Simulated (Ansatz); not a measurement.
Surface energy of faces of fcc Pb in PBE and in r2SCAN, in Ansatz (plane waves, PAW). Symmetric slabs relaxed with PBE from ideal cuts in 1x1 cells (the lowest computed cut and spin start of each face; real faces may reconstruct in larger cells); r2SCAN values are single points on them, with the bulk at the same level. No spin-orbit coupling, no U.

```json
[
 {"face": "(100)", "PBE (J/m²)": "0.34", "r2SCAN (J/m²)": "0.38"},
 {"face": "(110)", "PBE (J/m²)": "0.34", "r2SCAN (J/m²)": "0.35"},
 {"face": "(111)", "PBE (J/m²)": "0.29", "r2SCAN (J/m²)": "0.31"},
 {"face": "(210)", "PBE (J/m²)": "0.36", "r2SCAN (J/m²)": "0.38"},
 {"face": "(211)", "PBE (J/m²)": "0.32", "r2SCAN (J/m²)": "0.34"},
 {"face": "(221)", "PBE (J/m²)": "0.30", "r2SCAN (J/m²)": "0.32"},
 {"face": "(310)", "PBE (J/m²)": "0.34", "r2SCAN (J/m²)": "?"},
 {"face": "(311)", "PBE (J/m²)": "0.34", "r2SCAN (J/m²)": "0.36"},
 {"face": "(320)", "PBE (J/m²)": "0.34", "r2SCAN (J/m²)": "0.36"}
]
```

**Question.** Fit a straight line y = a·x + b by least squares to the 8 complete rows (x: PBE (J/m²); y: r2SCAN (J/m²)).

**Answer.** the means are x̄ = 0.3287 and ȳ = 0.3500; Σ(x − x̄)² = 0.0038875 and Σ(x − x̄)(y − ȳ) = 0.0040000, so a = 1.029 and b = ȳ − a·x̄ = 0.012. The largest residual is 0.018.

**Question.** What does the line predict for the withheld row, (310), and what did the calculation give?

**Answer.** the line gives 0.36; the calculation gave 0.36, a miss of 0.00, of the size of the fitted rows' scatter and rounding.

Ansatz is a program for electronic structure.
